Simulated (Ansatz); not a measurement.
**W under a change: Os on a W site, symmetric start**

Base system: a 27-atom supercell of W in the bcc (W type) structure (space group Im-3m, No. 229; a = 3.154 Å) at its relaxed geometry.

Perturbation: a neutral Os on a W site, symmetric start, atoms relaxed at fixed cell.

Level of theory: PBEsol, PAW, 420 eV (Ansatz, an electronic-structure program; no spin-orbit coupling), earlier PAW set. k-mesh 5×5×5 (Γ-centred); smearing 0.05 eV (Fermi–Dirac).

```json
[
 {"quantity": "pressure", "base": "0.2 GPa", "changed": "-1.1 GPa", "shift": "-1.3 GPa"},
 {"quantity": "mean distance from the defect site to its nearest host atoms", "base": "273 pm", "changed": "273 pm", "shift": "0 pm"}
]
```

Cost of the whole job for the changed cell (relaxation, final SCF and bands): about 5 core-minutes (a rough figure).

In so small a cell the defect repeats every few ångströms: this is an ordered compound, not a dilute defect. The defect started on the symmetric site and kept its symmetry, so it may sit on a saddle. All final runs are without spin polarisation. The defect cell is not spin-polarised.
